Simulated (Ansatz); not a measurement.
Take LiF in the rock salt structure (space group Fm-3m, No. 225; a = 3.9902 Å) as the base. Axes: x, y, z lie along the cube axes.

Computed with plane-wave PAW DFT at the r2SCAN level (Ansatz, a program for electronic structure, 500 eV), no spin-orbit coupling.

Strains are applied to the cell and any free atomic positions relax; under biaxial strain the out-of-plane vector relaxes too; under stress the whole cell relaxes.

One change was made to it. Results:

| quantity | base | after |
|---|---|---|
| gap character | direct at Γ | direct at Γ |
| band gap | 10.33 eV | 10.12 eV |
| energy relative to the base (free energy F) | 0 meV/atom | +2.4 meV/atom |

**Question.** What was done to the base?
A) biaxial strain −2.81 %, plane normal [110], relaxed out of plane
B) biaxial strain +1.23 %, plane normal [001], relaxed out of plane
C) uniaxial stress, 3 GPa tension along x

**Answer.** C, uniaxial stress, 3 GPa tension along x. For comparison, the energy relative to the base in the other runs: biaxial strain +1.23 %, plane normal [001], relaxed out of plane gives +1.1 meV/atom; biaxial strain −2.81 %, plane normal [110], relaxed out of plane gives +7.4 meV/atom.

Beyond what the load breaks, stability against distortions was not tested. Labels are those of the standard path for the cell's own space group.
